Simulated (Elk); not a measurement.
**Worked example: self-consistent single point of LaGePd (C2/m, 6 atoms in the cell) in Elk**

Method of the run: PBEsol, all-electron FP-LAPW, Elk's shipped species files, default APW+lo basis in Elk.

This input was run:

```
tasks
  0

xctype
  22

rgkmax
  7.0

rmtscf
  0.91

stype
  0

swidth
  0.00499791

scale
  1.889726125

avec
    5.2734050000   -2.2844250000    0.0000000000
    5.2734050000    2.2844250000    0.0000000000
   -5.2710970000    0.0000000000    5.5781810000

atoms
  3   : nspecies
  'La.in'   : spfname
  2   : natoms; atposl, bfcmt below
  0.4664800000  0.4664800000  0.7060100000    0.0 0.0 0.0
  0.5335200000  0.5335200000  0.2939900000    0.0 0.0 0.0
  'Ge.in'   : spfname
  2   : natoms; atposl, bfcmt below
  0.1607500000  0.1607500000  0.1107400000    0.0 0.0 0.0
  0.8392500000  0.8392500000  0.8892600000    0.0 0.0 0.0
  'Pd.in'   : spfname
  2   : natoms; atposl, bfcmt below
  0.8143800000  0.8143800000  0.2781100000    0.0 0.0 0.0
  0.1856200000  0.1856200000  0.7218900000    0.0 0.0 0.0

ngridk
  5 5 3
```

The program printed (abridged):

```
│ Elk code version 10.2.4 │

All units are atomic (Hartree, Bohr, etc.)

│ Ground-state run starting from atomic densities │

Lattice vectors :
   9.965291196      -4.316937603       0.000000000
   9.965291196       4.316937603       0.000000000
  -9.960929708       0.000000000       10.54123437

Unit cell volume      :    906.9581130
Brillouin zone volume :   0.2734968792

Muffin-tin inner radius fraction :   0.1000000000E-01

Nuclei treated as point charges

Species :    1 (La)
 parameters loaded from : La.in
 name : lanthanum
 nuclear charge    :   -57.00000000
 electronic charge :    57.00000000
 atomic mass :    253209.2364
 muffin-tin radius :    2.548000000
 number of radial points in muffin-tin :    697
 atomic positions (lattice), magnetic fields (Cartesian) :
   1 :   0.46648000  0.46648000  0.20601000    0.00000000  0.00000000  0.00000000
   2 :  -0.46648000 -0.46648000 -0.20601000    0.00000000  0.00000000  0.00000000

Species :    2 (Ge)
 parameters loaded from : Ge.in
 name : germanium
 nuclear charge    :   -32.00000000
 electronic charge :    32.00000000
 atomic mass :    132414.6195
 muffin-tin radius :    2.184000000
 number of radial points in muffin-tin :    497
 atomic positions (lattice), magnetic fields (Cartesian) :
   1 :   0.16075000  0.16075000 -0.38926000    0.00000000  0.00000000  0.00000000
   2 :  -0.16075000 -0.16075000  0.38926000    0.00000000  0.00000000  0.00000000

Species :    3 (Pd)
 parameters loaded from : Pd.in
 name : palladium
 nuclear charge    :   -46.00000000
 electronic charge :    46.00000000
 atomic mass :    193991.7925
 muffin-tin radius :    2.366000000
 number of radial points in muffin-tin :    497
 atomic positions (lattice), magnetic fields (Cartesian) :
   1 :  -0.18562000 -0.18562000 -0.22189000    0.00000000  0.00000000  0.00000000
   2 :   0.18562000  0.18562000  0.22189000    0.00000000  0.00000000  0.00000000

   [... lines left out ...]
Maximum (1/2)|G+k|²                   :    4.376597458
Maximum |G| for potential and density :    12.00000000
 potential will be trimmed for |G| > 2 gkmax
Constant for pseudocharge density :    8
Radial integration step length :    4

G-vector grid sizes :     42    42    56
Number of G-vectors :    26491

Maximum angular momentum used for
 APW functions                      :    8
 outer part of muffin-tin           :    6
 inner part of muffin-tin           :    1

Total nuclear charge    :   -270.0000000
Total core charge       :    184.0000000
Total valence charge    :    86.00000000
Total excess charge     :    0.000000000
Total electronic charge :    270.0000000

Effective Wigner radius, rₛ :   0.9290625456

Number of empty states         :   24
Total number of valence states :   67
Total number of core states    :  184

Total number of local-orbitals :   92

Exchange-correlation functional :     22     0     0
 PBEsol, Phys. Rev. Lett. 100, 136406 (2008)
 gradient requirement :    1
 generalised gradient approximation (GGA)

Smearing type :    0
 Gaussian
Smearing width :   0.4997910000E-02
Effective electronic temperature (K) :    1578.215154

Mixing type :    3
 Broyden mixing, J. Phys. A: Math. Gen. 17, L317 (1984)

Kohn-Sham potential initialised from atomic data
│ Self-consistent loop started │
│ Loop number : 1 │
 total energy                :     -31213.2082374
│ Loop number : 2 │
 total energy                :     -31220.3044843
RMS change in Kohn-Sham potential (target) :   0.7018257378     (  0.1000000000E-05)
Absolute change in total energy (target)   :    7.096246946     (  0.1000000000E-03)
│ Loop number : 3 │
 total energy                :     -31249.0138517
RMS change in Kohn-Sham potential (target) :   0.4245158570     (  0.1000000000E-05)
Absolute change in total energy (target)   :    30.48342913     (  0.1000000000E-03)
│ Loop number : 4 │
 total energy                :     -31264.4547501
RMS change in Kohn-Sham potential (target) :   0.2344068390     (  0.1000000000E-05)
Absolute change in total energy (target)   :    23.06175564     (  0.1000000000E-03)
│ Loop number : 5 │
 total energy                :     -31271.2798857
RMS change in Kohn-Sham potential (target) :   0.1173279421     (  0.1000000000E-05)
Absolute change in total energy (target)   :    12.59057452     (  0.1000000000E-03)
   [... lines left out ...]
Absolute change in total energy (target)   :   0.4668100227E-01 (  0.1000000000E-03)
│ Loop number : 13 │
 total energy                :     -31273.5845625
RMS change in Kohn-Sham potential (target) :   0.1651534592E-04 (  0.1000000000E-05)
Absolute change in total energy (target)   :   0.1584462430E-01 (  0.1000000000E-03)
│ Loop number : 14 │
 total energy                :     -31273.5835741
RMS change in Kohn-Sham potential (target) :   0.4704119289E-05 (  0.1000000000E-05)
Absolute change in total energy (target)   :   0.2972695915E-02 (  0.1000000000E-03)
│ Loop number : 15 │
 total energy                :     -31273.5842942
RMS change in Kohn-Sham potential (target) :   0.2866201229E-05 (  0.1000000000E-05)
Absolute change in total energy (target)   :   0.1463308254E-02 (  0.1000000000E-03)
│ Loop number : 16 │
 total energy                :     -31273.5839785
RMS change in Kohn-Sham potential (target) :   0.7519936937E-06 (  0.1000000000E-05)
Absolute change in total energy (target)   :   0.5014486669E-04 (  0.1000000000E-03)
Convergence targets achieved

│ Loop number : 17 │

Energies :
 Fermi                       :     0.324254208392
 sum of eigenvalues          :     -18914.2540114
 electron kinetic            :      32996.1711210
 core electron kinetic       :      32227.4372017
 Coulomb                     :     -63427.9142907
 Coulomb potential           :     -50804.2622975
 nuclear-nuclear             :     -2822.86865561
 electron-nuclear            :     -70405.8289725
 Hartree                     :      9800.78333750
 Madelung                    :     -38025.7831419
 xc potential                :     -1106.16283493
 exchange                    :     -825.759040780
 correlation                 :     -16.0818064267
 total energy                :     -31273.5840168

Density of states at Fermi energy :    86.88976637
 (states/Hartree/unit cell)

Estimated indirect band gap :   0.1676125396E-02
 from k-point     13 to k-point      5
Estimated direct band gap   :   0.4007353226E-02
 at k-point      5

Charges :
 core                        :    184.0000000
 valence                     :    86.00000000
 interstitial                :    13.13383634
 muffin-tins (core leakage)
  species :    1 (La)
   atom    1                 :    53.95596540     (  0.8530159539E-03)
   atom    2                 :    53.95596540     (  0.8530159539E-03)
  species :    2 (Ge)
   atom    1                 :    29.99724837     (  0.1148346024E-02)
   atom    2                 :    29.99724837     (  0.1148346024E-02)
  species :    3 (Pd)
   atom    1                 :    44.47986806     (  0.3756523981E-07)
   atom    2                 :    44.47986806     (  0.3756523981E-07)
 total in muffin-tins        :    256.8661637
 total calculated charge     :    270.0089859
 total charge                :    270.0000000
 error                       :   0.8985937844E-02

│ Self-consistent loop stopped │
```

The run converged in 17 iterations. The count includes the last loop, which Elk runs after its targets are met.

The starting cell comes from a database of computed structures (which also holds hypothetical and non-ambient phases and stackings), without a prior relaxation at this level. Spin polarisation is off. Values depend on the basis (sphere radii, cutoffs, local orbitals), which need not be converged. The log's line on a gap gives a spacing of levels on this mesh, which the program prints for metals too.

Cost on one core of a shared machine: roughly 50 s.
